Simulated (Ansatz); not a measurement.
Consider BeTe in the zinc blende structure (space group F-43m, No. 216; a = 5.6046 Å).

Now apply this change: an isotropic linear strain of −1.33 %; the atoms relax in the strained cell.

Levels (all Ansatz, an electronic-structure program, PAW, earlier PAW set): PBEsol (420 eV, scalar-relativistic without spin-orbit coupling); r2SCAN (500 eV, spin-orbit coupling left out).

The geometry is relaxed with PBEsol.

| Item | Result |
|---|---|
| PBEsol width of the top valence band | 3.50 eV |
| PBEsol electron mass | 1.3 mₑ along k, 0.24 mₑ across (at X) |
| PBEsol hole mass | 0.20, 0.31, 0.31 mₑ (at Γ) |
| PBEsol pressure | 2.63 GPa |

With r2SCAN at the same geometry, the width of the top valence band increases by 0.08 eV, from 3.50 eV to 3.58 eV; the electron mass changes from 1.3 mₑ along k, 0.24 mₑ across (at X) to 1.7 mₑ along k, 0.24 mₑ across (at X); the hole mass (degenerate bands, along [100]) becomes 0.21, 0.31, 0.31 mₑ (at Γ) (PBEsol: 0.20, 0.31, 0.31 mₑ (at Γ)); the pressure grows by 1.98 GPa, from 2.63 GPa to 4.61 GPa.

Single points use the geometry relaxed with PBEsol. Their cutoffs differ, which shifts pressures a little. With Te present, leaving out spin-orbit coupling can change the band edges. The levels and masses belong to the bands next to the band gap. Masses are band curvatures over ±0.01 Å⁻¹ around the edge. Along k means along the line from Γ to the band edge. Whether these cells are dynamically stable was not tested.
